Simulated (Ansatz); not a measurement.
The parent structure is TiO$_{2}$ in the rutile structure (space group P4_2/mnm, No. 136; a = 4.5967 Å, c = 2.9537 Å). Axes: x, y, z lie along a, b, c of the conventional cell.

Calculations: r2SCAN in Ansatz (plane waves to 500 eV, PAW, spin-orbit coupling left out).

Modification: the cell is scaled by 0.9750 in all directions; the atoms relax in the strained cell.

Q: Predict the stress tensor and what it implies for the stiffness.

A: Stress of the strained cell less that of the base (GPa, compression positive):
```
  20.02    0.00    0.00
   0.00   20.02    0.00
   0.00    0.00   24.75
```

Then B = −ΔP/(ΔV/V₀) with ΔV/V₀ = -0.0731 gives secant stiffness values (nonlinear terms included at this strain): B (at held cell shape, above the free-shape value) ≈ 295 GPa.

As a check, the harmonic strain energy −½ V₀ Δσ:ε is 53 meV/atom; the computed energy rise is 48 meV/atom.

Stability against distortions was not tested. The final runs are not spin-polarised.

Ansatz is a quantum-chemistry and plane-wave program.
